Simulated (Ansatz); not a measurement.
Worked example: self-consistent single point of YIn2Ni (Cmcm, 8 atoms in the cell) in Ansatz (a first-principles code).

Method: LDA (PW92), PAW files made with PBE (plane waves; Ansatz).

```
CELL_PARAMETERS angstrom
      2.15118    -5.18740     0.00000
      2.15118     5.18740     0.00000
      0.00000     0.00000     7.24297
ATOMIC_POSITIONS crystal
  Y  0.93174 0.06826 0.75000
  Y  0.06826 0.93174 0.25000
  In 0.64441 0.35559 0.94998
  In 0.35559 0.64441 0.05002
  In 0.35559 0.64441 0.44998
  In 0.64441 0.35559 0.55002
  Ni 0.21223 0.78777 0.75000
  Ni 0.78777 0.21223 0.25000
```

Reference input (self-consistent single point, DFT, LDA (PW92), plane waves, PAW files made with PBE): kpoints.mp_grid.grid = 6 6 4; hamiltonian.xc = lda; hamiltonian.pseudopotentials = {kind: paw} (the program's default PAW files); scf.occupations.method = gaussian; scf.occupations.width = 0.2 eV. This run's input differs from it in these lines:

Ansatz 0.2 input:
```diff
@@ -20,3 +20,3 @@
 scf:
-  occupations: { method: gaussian, width: 0.2 }
+  occupations: { method: cold, width: 0.2 }
 output:
```

Log, with long lists cut:

```
SCF iter   1: F=—  HF=-40872.893170 eV  |F-HF|=—  |Δ(HF+E_count)|=         —  Δρ=4.56e-2  dr2=6.16e0  ethr=3.10e-3  ⟨swp⟩=6.2  Hψ=9326  notcnv=0
all-band conjugate gradients solve this SCF's bands
preconditioner: auto → Kerker (q_TF=auto, 2.559 Å⁻¹)
SCF iter   2: F=—  HF=-40871.557064 eV  |F-HF|=—  |Δ(HF+E_count)|=    1.34e0  S|Δr|=    0.00e0  Δρ=2.33e-2  dr2=1.85e0  ethr=3.10e-3  ⟨swp⟩=2.0  Hψ=4737  notcnv=0  defer=170
   [... lines left out ...]
SCF iter   7: F=—  HF=-40871.043867 eV  |F-HF|=—  |Δ(HF+E_count)|=   2.30e-5  S|Δr|=    0.00e0  Δρ=7.46e-5  dr2=1.25e-5  ethr=3.48e-8  ⟨swp⟩=2.0  Hψ=4583  notcnv=0  defer=161
SCF iter   8: F=—  HF=-40871.043864 eV  |F-HF|=—  |Δ(HF+E_count)|=   3.51e-6  S|Δr|=    0.00e0  Δρ=1.92e-5  dr2=8.18e-7  ethr=1.14e-8  ⟨swp⟩=2.0  Hψ=3149  notcnv=0  defer=161
SCF iter   9: F=-40871.043864 eV  HF=-40871.043864 eV  |F-HF|=2.10e-8  |Δ(HF+E_count)|=   1.85e-7  S|Δr|=    0.00e0  Δρ=4.94e-6  dr2=4.07e-8  ethr=9.09e-11  ⟨swp⟩=10.7  Hψ=12285  notcnv=0
SCF 1 converged in 9 iterations: F = -40871.043864 eV  dr2 = 4.07e-8
Stability not checked (fill_not_monotonic)
Free energy (F): -40871.043864 eV
Internal energy: -40871.069765 eV  (E = F + TS)
E sigma→0 (E₀):  -40871.052497 eV
Entropy (-TS):   0.025901 eV (3.238 meV/atom)
Fermi energy:    12.871034 eV
--- Forces (eV/Å), atoms counted from 1 ---
  atom   1  Y      0.00000000    -0.01680359    -0.00000000
  atom   2  Y      0.00000000     0.01680359     0.00000000
  atom   3  In    -0.00000000     0.01165126     0.03375729
  atom   4  In     0.00000000    -0.01165126    -0.03375729
   [... lines left out ...]
  atom   8  Ni     0.00000000     0.00497978     0.00000000
--- Stress (GPa, compression-positive) ---
       -4.204904       0.000000      -0.000000
        0.000000      -3.540664      -0.000000
       -0.000000      -0.000000      -3.929888
  P = ⅓ Tr σ = -3.8918 GPa (-38.918 kbar)
  The stress holds the Pulay correction. Without it, at fixed plane waves, as pw.x and ABINIT print it: P = -3.9137 GPa
```

The run converged in 9 iterations. Against the reference run the free energy rises by 5.1 meV/atom, the pressure stays at -3.89 GPa and the largest force goes from 0.048 to 0.036 eV/Å.

The starting cell comes from a database of computed structures (which also holds hypothetical and non-ambient phases and stackings), without a prior relaxation at this level. Its lattice was rescaled by a random factor within 2.5 % of one. Spin polarisation is off. With a pressure of about -4 GPa the cell is away from its equilibrium volume at this level. Ansatz's pressure includes its estimate of the finite-basis (Pulay) stress.
